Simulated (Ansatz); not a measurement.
# bcc Ta (1 1 0) on silicon (0 0 1) (film strained to the substrate, started from cuts of the bulks and a machine-learned relaxation; slabs Si36 and Ta24, which can lie off the formulas)

A periodic stack without vacuum, bcc Ta (1 1 0) on silicon (0 0 1) (film strained to the substrate, started from cuts of the bulks and a machine-learned relaxation; slabs Si36 and Ta24, which can lie off the formulas): substrate slab Si36, film Ta24, surface cells [[0, -1], [3, 1]] and [[2, 0], [5, 3]], film strained by -4.8 and +0.9 %, outermost planes Si/Si and Ta/Ta as cut, which need not be the usual terminations and can put a slab off its formula.

The start was prepared with a machine-learned potential, and the result is one local minimum, with the in-plane cell held and forces under 0.04 eV/Å; the film can end far from its bulk form.

All values below come from PBE (plane waves to 420 eV, PAW; Ansatz, a quantum-chemistry and plane-wave program). Scalar-relativistic, without spin–orbit coupling; the runs are not spin-polarised; PBE gaps are too small against experiment. Its k-point mesh 5×3×1, Fermi–Dirac width 0.05 eV.

interface area: 44.9 Å²
period: 25.29 Å
heights between the nearest atoms of the two slabs at the two interfaces: 1.78 and 1.79 Å
Si–Ta contacts across the interfaces within 1.22 times the sum of covalent radii: 33, mean 2.80 Å
hole barrier (PBE): 0.24 eV
electron barrier (PBE): 0.37 eV

```
CELL_PARAMETERS angstrom
      5.46996     0.00444     0.05682
      2.73500     8.20465    -0.33648
      0.69988     1.07950    25.27840
ATOMIC_POSITIONS crystal
  Si 0.09987 0.92346 0.06486
  Si 0.19361 0.38553 0.04692
  Si 0.68463 0.58051 0.09656
  Si 0.48803 0.07544 0.04781
  Si 0.66311 0.37222 0.04353
  Si 0.83537 0.74836 0.04369
  Si 0.54198 0.91405 0.18426
  Si 0.86456 0.24228 0.18289
  Si 0.19518 0.58633 0.19090
  Si 0.73636 0.06538 0.12469
  Si 0.05000 0.41866 0.13707
  Si 0.33067 0.76425 0.13564
  Si 0.01122 0.91586 0.29357
  Si 0.34329 0.24744 0.29312
  Si 0.68095 0.57896 0.29618
  Si 0.19135 0.07956 0.23808
  Si 0.53076 0.41290 0.24033
  Si 0.84527 0.74761 0.24239
  Si 0.48575 0.91690 0.40202
  Si 0.82090 0.24845 0.40344
  Si 0.17318 0.57773 0.40165
  Si 0.66647 0.08262 0.34801
  Si 0.00723 0.41166 0.34935
  Si 0.33280 0.74903 0.34766
  Si 0.95816 0.90854 0.50572
  Si 0.28035 0.26317 0.51352
  Si 0.66788 0.58260 0.51199
  Si 0.14350 0.08515 0.45794
  Si 0.48661 0.41841 0.45988
  Si 0.81989 0.74105 0.45142
  Si 0.31471 0.97510 0.60614
  Si 0.87853 0.17982 0.60454
  Si 0.32217 0.53229 0.60928
  Si 0.61137 0.07436 0.55901
  Si 0.96178 0.43440 0.57997
  Si 0.30012 0.75292 0.55704
  Ta 0.69985 0.40374 0.67975
  Ta 0.20067 0.39306 0.68790
  Ta 0.87927 0.73154 0.68617
  Ta 0.37876 0.73829 0.68137
  Ta 0.06362 0.06997 0.69366
  Ta 0.57156 0.06459 0.68012
  Ta 0.11789 0.23752 0.78321
  Ta 0.61664 0.23431 0.77845
  Ta 0.28045 0.56741 0.77858
  Ta 0.78010 0.56739 0.77855
  Ta 0.45243 0.89845 0.77801
  Ta 0.94986 0.89718 0.78097
  Ta 0.51420 0.06424 0.87335
  Ta 0.01124 0.06830 0.87446
  Ta 0.68092 0.40295 0.87375
  Ta 0.18079 0.40226 0.87461
  Ta 0.85004 0.73353 0.87381
  Ta 0.34851 0.73446 0.87470
  Ta 0.91470 0.90980 0.96629
  Ta 0.41730 0.89572 0.97254
  Ta 0.06875 0.22511 0.97274
  Ta 0.56686 0.23374 0.96420
  Ta 0.25670 0.57485 0.97024
  Ta 0.76004 0.56485 0.96893
```
